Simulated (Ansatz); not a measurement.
The parent structure is C in the graphite type structure (space group P6_3/mmc, No. 194; layered, stacked along the Cartesian z axis).

```
C
1.0
    2.45828     0.00000     0.00000
   -1.22914     2.12893     0.00000
    0.00000     0.00000     6.56348
C
4
Direct
  0.00000   0.00000   0.25000
  0.00000   0.00000   0.75000
  0.33333   0.66667   0.25000
  0.66667   0.33333   0.75000
```

All numbers come from Ansatz (a quantum-chemistry and plane-wave program) PBEsol-D3(BJ), no spin-orbit coupling.

For the base:

The shortest interatomic distance comes out as 1.419 Å. The In-plane lattice parameter a is 2.458 Å.

The change: a free-standing slab of 1 layer (2 atoms, 2 a layer) is cut normal to the stacking axis, with 15 Å of vacuum and the in-plane cell relaxed.

**Question.** What does the calculation give for the excess energy per area of both faces, shortest interatomic distance and in-plane lattice parameter a after the change?

**Answer.** The excess energy per area of both faces (slab less bulk energy over the cell's area: twice a surface energy) amounts to 0.4 J/m² (uncertain by up to 0.06 J/m²); the shortest interatomic distance is still 1.419 Å; the in-plane lattice parameter a is still 2.458 Å.

The excess energy carries the mismatch between the slab's and the bulk's meshes. Whether these cells are dynamically stable was not tested.
